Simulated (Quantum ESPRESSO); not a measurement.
Input and output of a self-consistent single point for Sb (R-3m, 2 atoms in the cell) (Quantum ESPRESSO).

Computed with PBE, PSlibrary PAW (PBE) pseudopotentials (plane waves; Quantum ESPRESSO).

The change in words: lattice scaled by 0.98. Reference geometry:
```
CELL_PARAMETERS angstrom
      3.89204    -2.11944     0.00000
      3.89204     2.11944     0.00000
      2.73789     0.00000     3.48483
ATOMIC_POSITIONS crystal
  Sb 0.23350 0.23350 0.23350
  Sb 0.76650 0.76650 0.76650
```

Reference input (self-consistent single point, DFT, PBE, plane waves, PSlibrary PAW (PBE) pseudopotentials): ecutwfc = 30 Ry; ecutrho = 180 Ry; occupations = smearing; smearing = fermi-dirac; degauss = 0.0073499 Ry; potentials = {Sb: Sb.pbe-n-kjpaw_psl.1.0.0.UPF}; K_POINTS = automatic 8 8 8 0 0 0; conv_thr = 1e-10 Ry; mixing_beta = 0.7. This run's input differs from it in these lines:

```diff
@@ -30,5 +30,5 @@
 CELL_PARAMETERS angstrom
-   3.89204504    -2.11944215     0.00000003
-   3.89204504     2.11944215     0.00000003
-   2.73788699     0.00000000     3.48482775
+   3.81420392    -2.07705312     0.00000011
+   3.81420392     2.07705312     0.00000011
+   2.68312910     0.00000000     3.41513095
```

Output, abridged:

```
     Self-consistent Calculation

     iteration #  1     ecut=    30.00 Ry     beta= 0.70

     Threshold (ethr) on eigenvalues was too large:
     Diagonalizing with lowered threshold

     total energy              =    -695.31000272 Ry
     estimated scf accuracy    <       0.00831004 Ry

     iteration #  2     ecut=    30.00 Ry     beta= 0.70

     total energy              =    -695.31012734 Ry
     estimated scf accuracy    <       0.00068939 Ry

     iteration #  3     ecut=    30.00 Ry     beta= 0.70

     total energy              =    -695.31016766 Ry
     estimated scf accuracy    <       0.00000291 Ry

   [... 2 blocks of this kind left out ...]

     iteration #  6     ecut=    30.00 Ry     beta= 0.70

     total energy              =    -695.31018197 Ry
     estimated scf accuracy    <       0.00000001 Ry

     iteration #  7     ecut=    30.00 Ry     beta= 0.70
     End of self-consistent calculation

     Number of k-points >= 100: set verbosity='high' to print the bands.

     the Fermi energy is     8.2556 ev

!    total energy              =    -695.31018198 Ry
     estimated scf accuracy    <          9.9E-11 Ry
     smearing contrib. (-TS)   =      -0.00086415 Ry
     internal energy E=F+TS    =    -695.30931783 Ry

     convergence has been achieved in   7 iterations

     Forces acting on atoms (cartesian axes, Ry/au):

     atom    1 type  1   force =     0.03311483    0.00000000    0.01096735
     atom    2 type  1   force =    -0.03311483    0.00000000   -0.01096735

     Total force =     0.049333     Total SCF correction =     0.000001

          total   stress  (Ry/bohr**3)                   (kbar)     P=      112.96
   0.00069558  -0.00000000  -0.00003799          102.32       -0.00       -5.59
  -0.00000000   0.00081030   0.00000000           -0.00      119.20        0.00
  -0.00003799   0.00000000   0.00079772           -5.59        0.00      117.35

   JOB DONE.
```

The run converged in 7 iterations. Against the reference run the free energy rises by 89.7 meV/atom, the pressure goes from 5.95 to 11.30 GPa and the largest force goes from 0.494 to 0.897 eV/Å.

The starting cell has typed, rounded lattice constants, without a prior relaxation at this level. Its lattice was rescaled by a random factor within 2.5 % of one. For this run, on top of that: lattice scaled by 0.98. With a pressure of about 11 GPa the cell is away from its equilibrium volume at this level.

Cost on one core of a shared machine: roughly 30 s.
